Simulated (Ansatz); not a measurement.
Consider AlN in the rock salt structure (space group Fm-3m, No. 225; a = 4.045 Å; a cell from a computed database, its experimental status unchecked). Axes: x, y, z lie along the cube axes.

Perturbation: tensor shear ε_xy = −2.89 % (engineering shear γ = -0.0578); the atoms relax in the strained cell.

Levels (all Ansatz, a quantum-chemistry and plane-wave program, PAW): PBEsol (420 eV, no spin-orbit coupling); r2SCAN (500 eV, without spin-orbit coupling); HSE06 (420 eV, scalar-relativistic without spin-orbit coupling).

At the geometry relaxed with PBEsol, these levels gave the following band gaps, in shuffled order: (a) 3.44 eV, (b) 4.86 eV, (c) 4.29 eV.

### Question
Match each gap to its level.

### Answer
(a) PBEsol; (b) HSE06; (c) r2SCAN.

Single points use the geometry relaxed with PBEsol. HSE06 gaps are upper bounds (no full band path). Whether these cells are dynamically stable was not tested. This is not the structure that AlN has at room temperature and ambient pressure.
